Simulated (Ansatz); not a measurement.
**What C → Sn does to TiC**

The reference is TiC in the rock salt structure (space group Fm-3m, No. 225; a = 4.329 Å).

The change: every C is replaced by Sn; the structure is relaxed again.

Calculations: plane-wave PAW DFT at the r2SCAN level (Ansatz, an electronic-structure program, 500 eV), spin-orbit coupling left out, earlier PAW set. Settings: 14×14×14 k-points, 0.05 eV Fermi–Dirac smearing, for the changed cell.

```yaml
volume_per_atom: 21.77 Å³ (base 10.14 Å³)
density: 6.35 g/cm³ (base 4.90 g/cm³)
lattice_parameter_a: 5.585 Å (base 4.329 Å)
space_group: Fm-3m (No. 225) (base Fm-3m (No. 225))
shortest_interatomic_distance: 2.792 Å (base 2.164 Å)
band_gap: zero (base zero)
```

Whether these cells are dynamically stable was not tested. As relaxed here, TiSn is a hypothetical phase, not in the database extracts checked. All final runs are without spin polarisation.
